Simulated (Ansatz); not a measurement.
# A computed series for YN: response to strain

Take YN in the rock salt structure (space group Fm-3m, No. 225; a = 4.906 Å) as the base.

Strains are applied to the cell and any free atomic positions relax.

Level of theory: PBE (Ansatz, a first-principles code; PAW; 420 eV plane waves; without spin-orbit coupling).

```json
[
 {"variant": "base", "band gap": "0.21 eV", "volume per atom": "14.76 Å³"},
 {"variant": "isotropic strain −3.72 %", "band gap": "zero", "volume per atom": "13.17 Å³"},
 {"variant": "isotropic strain +0.55 %", "band gap": "0.24 eV", "volume per atom": "15.00 Å³"},
 {"variant": "isotropic strain +0.86 %", "band gap": "0.25 eV", "volume per atom": "15.14 Å³"}
]
```

A case with no gap was solved on a k-mesh chosen for an insulator, which is coarse for it. No phonon test of stability was made. All final runs are without spin polarisation. The zero or small gap of YN can change with the level of theory.
